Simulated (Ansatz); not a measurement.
A periodic model of amorphous In9Ga9Zn9O41Nb2:

```xyz
70
Lattice="9.7370 -0.0070 0.0971 -0.0070 9.5391 0.0939 0.0971 0.0939 9.5743" Properties=species:S:1:pos:R:3 pbc="T T T"
In     0.4915     3.5685     7.6026
In     4.6924     6.3369     5.1863
In     2.5713     8.9825     3.0556
In     1.2284     9.5793     6.2038
In     4.1174     8.4323     9.2998
In     5.8113     4.9934     8.5119
In     5.2732     1.9755     2.4011
In     4.7700     0.3582     5.6061
In     8.1036     5.5487     6.0340
Ga     0.8633     0.2136     9.0266
Ga     5.7859     8.1733     2.6233
Ga     9.1956     7.4913     2.9993
Ga     0.4852     1.4095     2.4005
Ga     7.8957     0.2645     4.5448
Ga     2.5135     5.7642     8.2302
Ga     2.7528     2.7133     4.4112
Ga     8.9912     6.8427     9.3504
Ga     5.5155     1.7186     8.5934
Zn     6.9269     8.2291     7.2505
Zn     3.6729     5.8842     2.1007
Zn     7.5104     0.0871     0.6723
Zn     9.1349     3.2526     4.4861
Zn     2.6645     2.6813     0.2745
Zn     6.9478     5.1444     2.4736
Zn     8.1426     1.4779     7.0826
Zn     7.8090     2.9734     0.6926
Zn     6.0618     3.3753     5.4634
O      5.3154     3.1625     7.5178
O      7.5884     6.5220     8.1223
O      2.3124     1.5895     2.9557
O      6.0329     5.2620     6.3221
O      9.2769     6.8108     4.7991
O      5.9479     8.4602     0.8098
O      6.1880     4.1709     0.9052
O      8.4449     9.1832     6.3625
O      3.1129     5.7868     4.0098
O      0.9417     6.0843     2.8878
O      4.7126     9.5418     3.4384
O      1.9055     8.1235     4.8863
O      5.7101     8.0438     5.6941
O      4.2880     1.6176     0.5279
O      7.3024     1.5821     2.0340
O      3.3372     7.7614     1.6134
O      9.3060     4.2012     9.5764
O      7.5121     4.3630     4.1830
O      0.5192     8.9706     2.3602
O      2.9325     1.3184     5.7056
O      9.4629     1.2834     4.2831
O      2.4227     3.8787     8.2468
O      4.5533     3.1188     4.0187
O      4.1878     6.2880     8.9590
O      1.0224     1.5436     0.5732
O      0.4369     5.5993     6.6956
O      9.7407     3.3335     2.4810
O      5.2604     9.5661     7.8510
O      8.5085     3.3894     6.5027
O      2.5012     4.4040     1.4076
O      7.5637     8.5302     3.3071
O      7.3696     1.6496     8.8671
O      2.8726     6.1969     6.4515
O      9.0488     8.7211     9.4329
O      1.3944     3.9187     4.8969
O      2.2374     8.8911     8.2333
O      5.4858     6.3837     3.0347
O      0.4249     1.3769     7.4978
O      1.0920     6.2982     9.4182
O      6.5799     1.4187     5.2837
O      8.5424     6.2597     1.6161
Nb     1.4409     6.0235     5.0242
Nb     0.6687     4.8596     1.4455
```

These are PBE, scalar-relativistic without spin-orbit coupling (plane waves to 420 eV, PAW; Ansatz, an electronic-structure program) values and carry that method's errors.

A CHGNet melt-quench gave the starting glass, which DFT then relaxed. O atoms were pushed apart under 1.9 Å during the dynamics, to hinder bonds among them. The hot cell started wider than the set density and was brought back towards it in steps. It is the lowest in DFT energy of 2 quenches. It is a model cell: composition and starting density were chosen by hand, and all elements were melted together. No dispersion term was used. Its density started from a set value of 5.77 and ended at 5.77 g/cm³. Cooling (nominally 260 K/ps over its main leg) ran many orders faster than in experiment, which tends to leave more defects and strain. A cell of this size samples the disorder only roughly. The volume was held where the preparation left it and the shape relaxed, at a PBE pressure of 0.3 GPa.

Neighbours within In-In 3.12 Å, In-Ga 2.90 Å, In-Zn 2.90 Å, In-O 2.60 Å, In-Nb 3.12 Å, Ga-Ga 2.68 Å, Ga-Zn 2.68 Å, Ga-O 2.22 Å, Ga-Nb 2.90 Å, Zn-Zn 2.68 Å, Zn-O 2.48 Å, Zn-Nb 2.90 Å, O-O 1.58 Å, O-Nb 2.53 Å, Nb-Nb 3.12 Å count as bonded. Two cations that share two anions don't count as bonded, nor two that share one unless they lie closer than In-In 3.04 Å, In-Ga 2.82 Å, In-Zn 2.82 Å, In-Nb 3.04 Å, Ga-Ga 2.61 Å, Ga-Zn 2.61 Å, Ga-Nb 2.82 Å, Zn-Zn 2.61 Å, Zn-Nb 2.82 Å, Nb-Nb 3.04 Å.

### Question
Give the coordination numbers, mean bond lengths and angles.

### Answer

```yaml
Mean coordination of In by anions: 5.00 (1 with 4, 7 with 5, 1 with 6)
Mean coordination of Ga by anions: 4.22 (7 with 4, 2 with 5)
Mean coordination of Zn by anions: 4.33 (6 with 4, 3 with 5)
Mean coordination of O: 3.29 (29 with 3, 12 with 4)
Mean coordination of Nb by anions: 6.50 (1 with 6, 1 with 7)
Mean In-O bond: 2.178 Å (spread 0.103 Å, 45 counted)
Mean Zn-O bond: 2.047 Å (spread 0.089 Å, 39 counted)
Mean Ga-O bond: 1.907 Å (spread 0.046 Å, 38 counted)
Mean O-Nb bond: 2.060 Å (spread 0.124 Å, 13 counted)
Bond angle at In: mean 105.7°, spread 26.2°
Bond angle at Ga: mean 108.2°, spread 18.3°
Bond angle at Zn: mean 107.5°, spread 20.6°
Bond angle at O: mean 112.3°, spread 14.1°
Bond angle at Nb: mean 102.5°, spread 29.2°
```

### Question
List the pairs of like atoms that count as bonded by the rules above.

### Answer
There are none by these rules.
